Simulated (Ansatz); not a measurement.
Start from Bi$_{2}$Se$_{3}$ in the Bi2Te3 type structure (space group R-3m, No. 166; a = 4.1448 Å, c = 29.2682 Å (hexagonal axes)).

Calculations: r2SCAN+rVV10 (Ansatz, an electronic-structure program), scalar-relativistic without spin-orbit coupling, earlier PAW set.

Base values:

```
Item         Value
--------  --------
Pressure  0.00 GPa
```

Perturbation: an isotropic linear strain of +1.55 %, atoms relaxed at fixed cell.

Q: What happens to the largest internal atomic displacement?

A: The largest internal atomic displacement is 0.088 Å.

Q: How does this affect the pressure?

A: The pressure (mean of the normal stresses, compression positive) goes from zero to -1.47 GPa.

Whether these cells are dynamically stable was not tested.
